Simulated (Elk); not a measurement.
Input and output of a self-consistent single point for Ba (Im-3m, 1 atom in the cell) (Elk).

Method: PBE, all-electron FP-LAPW, Elk's shipped species files, default APW+lo basis (Elk 10.2.4).

```xyz
1
Lattice="-2.4975 2.4975 2.4975 2.4975 -2.4975 2.4975 2.4975 2.4975 -2.4975" Properties=species:S:1:pos:R:3 pbc="T T T"
Ba     0.0000     0.0000     0.0000
```

Reference input (self-consistent single point, DFT, PBE, all-electron FP-LAPW, Elk's shipped species files, default APW+lo basis): xctype = 20; swidth = 0.00367493 Ha; ngridk = 6 6 6; maxscl = 100. This run's input differs from it in these lines:

```diff
@@ -5,2 +5,5 @@
   20
+
+gmaxvr
+  5.6
```

Log, with long lists cut:

```
│ Self-consistent loop started │
│ Loop number : 1 │
 total energy                :     -8141.07048875
│ Loop number : 2 │
 total energy                :     -8141.07478581
RMS change in Kohn-Sham potential (target) :   0.9021267692E-01 (  0.1000000000E-05)
Absolute change in total energy (target)   :   0.4297065188E-02 (  0.1000000000E-03)
│ Loop number : 3 │
 total energy                :     -8140.97541698
RMS change in Kohn-Sham potential (target) :   0.8231427583E-01 (  0.1000000000E-05)
Absolute change in total energy (target)   :   0.9829456274E-01 (  0.1000000000E-03)
│ Loop number : 4 │
   [... lines left out ...]
Absolute change in total energy (target)   :   0.1161518153E-02 (  0.1000000000E-03)
│ Loop number : 12 │
 total energy                :     -8139.44620424
RMS change in Kohn-Sham potential (target) :   0.3259530390E-06 (  0.1000000000E-05)
Absolute change in total energy (target)   :   0.3353356642E-03 (  0.1000000000E-03)
│ Loop number : 13 │
 total energy                :     -8139.44621054
RMS change in Kohn-Sham potential (target) :   0.1008874345E-06 (  0.1000000000E-05)
Absolute change in total energy (target)   :   0.7753349837E-04 (  0.1000000000E-03)
Convergence targets achieved

│ Loop number : 14 │

Energies :
 Fermi                       :     0.147328346906
 total energy                :     -8139.44621487

Density of states at Fermi energy :    43.43753403
 (states/Hartree/unit cell)

Estimated indirect band gap :   0.2132230389E-02
 from k-point     14 to k-point      9
Estimated direct band gap   :   0.8244443664E-02
 at k-point     13

Charges :
 core                        :    36.00000000
 valence                     :    20.00000000
 interstitial                :    2.366247834
 muffin-tins (core leakage)
  species :    1 (Ba)
   atom    1                 :    53.63375217     (  0.5273651730E-05)
 total in muffin-tins        :    53.63375217
 total calculated charge     :    55.99843166
 total charge                :    56.00000000
 error                       :   0.1568341132E-02

│ Self-consistent loop stopped │
```

The run converged in 14 iterations. The count includes the last loop, which Elk runs after its targets are met. Against the reference run the free energy falls by 8.9 meV/atom.

The starting cell has typed, rounded lattice constants, without a prior relaxation at this level. Its lattice was rescaled by up to half a per cent. Values depend on the basis (sphere radii, cutoffs, local orbitals), which need not be converged. The log's line on a gap gives a spacing of levels on this mesh, which the program prints for metals too.
